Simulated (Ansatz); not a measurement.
CdS: pressure 4.5 GPa

Take CdS in the wurtzite structure (space group P6_3mc, No. 186; a = 4.196 Å, c = 6.830 Å) as the base.

Now apply this change: cell and atoms relaxed at a pressure of 4.5 GPa.

Computed with PBE (Ansatz, a quantum-chemistry and plane-wave program, PAW, spin-orbit coupling left out). Γ-centred 9×9×5 mesh, Fermi–Dirac width 0.05 eV.

The volume per atom decreases by 1.804 Å³ to 24.23 Å³ and the density goes up by 0.34 g/cm³ (4.61 g/cm³ → 4.95 g/cm³). The lattice parameter a decreases by 0.100 Å (4.196 Å → 4.096 Å) and the c/a ratio hardly moves (1.628 against 1.629). The enthalpy H = E + PV relative to the base's energy comes out as +0.70 eV/atom and the band gap increases by 0.165 eV to 1.28 eV. The gap character is still direct at Γ and the mean gap deformation potential ΔEg/Δln V amounts to -2.3 eV. The width of the top valence band grows by 0.211 eV, from 1.55 eV to 1.77 eV and the electron mass goes from 0.12 mₑ along c, 0.13 mₑ across (at Γ) to 0.13 mₑ along c, 0.14 mₑ across (at Γ). The valence-band top at Γ (three highest levels, from the VBM) goes from 0.00, 0.00, -0.04 eV to 0.00, 0.00, -0.05 eV.

Final structure:

```yaml
crystal:
  lattice:
    - [4.09614, 0.00000, 0.00000]
    - [-2.04807, 3.54736, 0.00000]
    - [0.00000, 0.00000, 6.67094]
  atoms:
    - { symbol: Cd, position: [0.66667, 0.33333, 0.49959] }
    - { symbol: Cd, position: [0.33333, 0.66667, 0.99959] }
    - { symbol: S, position: [0.66667, 0.33333, 0.12341] }
    - { symbol: S, position: [0.33333, 0.66667, 0.62341] }
```

Cost of the whole job for the changed cell (relaxation, final SCF and bands): roughly 60 core-seconds.

Load acts through the strain it causes; cell and atoms are relaxed under it. Masses are band curvatures over ±0.01 Å⁻¹ around the edge. Stability against distortions was not tested. Measured, CdS leaves this structure (for rock salt) near 2.54 GPa (temperature not stated; as listed in Datta, Sujoy, Jana, Debnarayan, arXiv (2020)), on rising pressure, with hysteresis.
